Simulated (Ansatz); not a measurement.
# A computed series for FeCo: pressure series

Consider FeCo in the CsCl type structure (space group Pm-3m, No. 221; a = 2.800 Å; ferromagnetic).

Cell and atoms are relaxed at each pressure.

Computed with PBEsol in Ansatz (plane waves to 420 eV, PAW, no spin-orbit coupling).

Notes on the quantities. enthalpy: H = E + PV relative to the base's energy.

| change | density | enthalpy |
|---|---|---|
| base | 8.68 g/cm³ | – |
| pressure −2 GPa | 8.60 g/cm³ | -0.14 eV/atom |
| pressure −1 GPa | 8.64 g/cm³ | -0.07 eV/atom |
| pressure 1.8 GPa | 8.75 g/cm³ | +0.12 eV/atom |
| pressure 4.2 GPa | 8.84 g/cm³ | +0.29 eV/atom |
| pressure 9 GPa | 9.01 g/cm³ | +0.61 eV/atom |
| pressure 18 GPa | 9.31 g/cm³ | +1.19 eV/atom |
| pressure 30 GPa | 9.65 g/cm³ | +1.94 eV/atom |
| pressure 45 GPa | 10.04 g/cm³ | +2.85 eV/atom |
| pressure 60 GPa | 10.39 g/cm³ | +3.72 eV/atom |

Other magnetic orders, which the real material may have, were not ruled out. Load acts through the strain it causes; cell and atoms are relaxed under it. No phonon test of stability was made. Competing high-pressure phases were not computed.

Ansatz is a first-principles code.
